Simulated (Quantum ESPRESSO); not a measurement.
How a calculation on SiP₂O₇ (P2_1/c, 20 atoms in the cell) responds to its settings

```
CELL_PARAMETERS angstrom
      4.34516     0.00000     0.00000
      0.00000     7.23535     0.00000
     -1.50386     0.00000     6.17507
ATOMIC_POSITIONS crystal
  Si 0.50000 0.00000 0.00000
  Si 0.50000 0.50000 0.50000
  P  0.11248 0.11152 0.31668
  P  0.88752 0.88848 0.68332
  P  0.88752 0.61152 0.18332
  P  0.11248 0.38848 0.81668
  O  0.34982 0.98937 0.23685
  O  0.65018 0.01063 0.76315
  O  0.65018 0.48937 0.26315
  O  0.34982 0.51063 0.73685
  O  0.26365 0.29200 0.40849
  O  0.73635 0.70800 0.59151
  O  0.73635 0.79200 0.09151
  O  0.26365 0.20800 0.90849
  O  0.80965 0.14248 0.13964
  O  0.19035 0.85752 0.86036
  O  0.19035 0.64248 0.36036
  O  0.80965 0.35752 0.63964
  O  0.00000 0.00000 0.50000
  O  0.00000 0.50000 0.00000
```

Base run A: PBEsol, GBRV 1.5 ultrasoft (PBESOL) pseudopotentials (Quantum ESPRESSO), self-consistent single point.

Its settings: ecutwfc = 40 Ry; ecutrho = 200 Ry; occupations = smearing; smearing = fermi-dirac; degauss = 0.0036749 Ry; potentials = {Si: si_pbesol_v1.uspp.F.UPF, P: p_pbesol_v1.5.uspp.F.UPF, O: o_pbesol_v1.2.uspp.F.UPF}; K_POINTS = automatic 4 3 3 0 0 0; conv_thr = 1e-08 Ry.

The starting cell comes from a database of computed structures (which also holds hypothetical and non-ambient phases and stackings), without a prior relaxation at this level. In the base run, with a pressure of about -3 GPa the cell is away from its equilibrium volume at this level.

Absolute energies have different zeros for different potentials, functionals, Hubbard and dispersion terms and are not compared across them.

Runs:
- B: pseudopotentials: {Si: si_pbesol_v1.uspp.F.UPF, P: p_pbesol_v1.5.uspp.F.UPF, O: o_pbesol_v1.2.uspp.F.UPF} → {Si: si_lda_v1.uspp.F.UPF, P: p_lda_v1.5.uspp.F.UPF, O: o_lda_v1.2.uspp.F.UPF} [LDA (PZ)]
- C: pseudopotentials: {Si: si_pbesol_v1.uspp.F.UPF, P: p_pbesol_v1.5.uspp.F.UPF, O: o_pbesol_v1.2.uspp.F.UPF} → {Si: si_pbe_v1.uspp.F.UPF, P: p_pbe_v1.5.uspp.F.UPF, O: o_pbe_v1.2.uspp.F.UPF}; input_dft: default → blyp [BLYP]
- D: pseudopotentials: {Si: si_pbesol_v1.uspp.F.UPF, P: p_pbesol_v1.5.uspp.F.UPF, O: o_pbesol_v1.2.uspp.F.UPF} → {Si: si_pbe_v1.uspp.F.UPF, P: p_pbe_v1.5.uspp.F.UPF, O: o_pbe_v1.2.uspp.F.UPF}; input_dft: default → wc [Wu-Cohen GGA]
- E: pseudopotentials: {Si: si_pbesol_v1.uspp.F.UPF, P: p_pbesol_v1.5.uspp.F.UPF, O: o_pbesol_v1.2.uspp.F.UPF} → {Si: si_pbe_v1.uspp.F.UPF, P: p_pbe_v1.5.uspp.F.UPF, O: o_pbe_v1.2.uspp.F.UPF}; input_dft: default → vdw-df2 [vdW-DF2]
- F: pseudopotentials: {Si: si_pbesol_v1.uspp.F.UPF, P: p_pbesol_v1.5.uspp.F.UPF, O: o_pbesol_v1.2.uspp.F.UPF} → {Si: si_pbe_v1.uspp.F.UPF, P: p_pbe_v1.5.uspp.F.UPF, O: o_pbe_v1.2.uspp.F.UPF}; input_dft: default → vdw-df-cx [vdW-DF-cx]
- G: pseudopotentials: {Si: si_pbesol_v1.uspp.F.UPF, P: p_pbesol_v1.5.uspp.F.UPF, O: o_pbesol_v1.2.uspp.F.UPF} → {Si: si_pbe_v1.uspp.F.UPF, P: p_pbe_v1.5.uspp.F.UPF, O: o_pbe_v1.2.uspp.F.UPF}; input_dft: default → rvv10 [rVV10]

```
run  pressure (GPa)  largest force (eV/Å)  gap on the mesh (eV)
---  --------------  --------------------  --------------------
A             -3.42                 0.137                 4.983
B             -9.40                 0.273                 4.984
C              6.33                 0.227                   [?]
D             -2.20                 0.218                 4.955
E              7.61                 0.391                 5.267
F             -1.76                 0.245                 5.058
G               [?]                 0.393                 5.053
```

### Question
Complete the blanks.

### Answer

- C, gap on the mesh (eV): 5.175
- G, pressure (GPa): 3.14

Left out of this page: 3 runs of the series held back from this collection.
